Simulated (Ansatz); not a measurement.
**The (111)B surface of zinc-blende GaSb, Sb-terminated, 2x2 with 3 F on 4 top atoms (bottom of the slab: 3 H on 4 bottom sites)**

Calculation: PBE (plane waves to 420 eV, PAW; Ansatz, a program for electronic structure).

Model: 38-atom slab, 15.2 Å thick at the start with caps and adatoms, 3x3x1 mesh, Fermi-Dirac 0.025 eV, dipole correction, 8 atoms held, the rest relaxed; held to the start's symmetry, so lower structures may exist; no spin, no spin-orbit, no U. It is one candidate, not shown to be the stable structure of the face.

| Property | Result |
|---|---|
| gap of the slab on its k-mesh | 0.24 eV |
| highest filled level below the top vacuum level | 6.28 eV |
| energy released by relaxation | 1.06 eV |
| cost | very roughly 40 core-minutes |
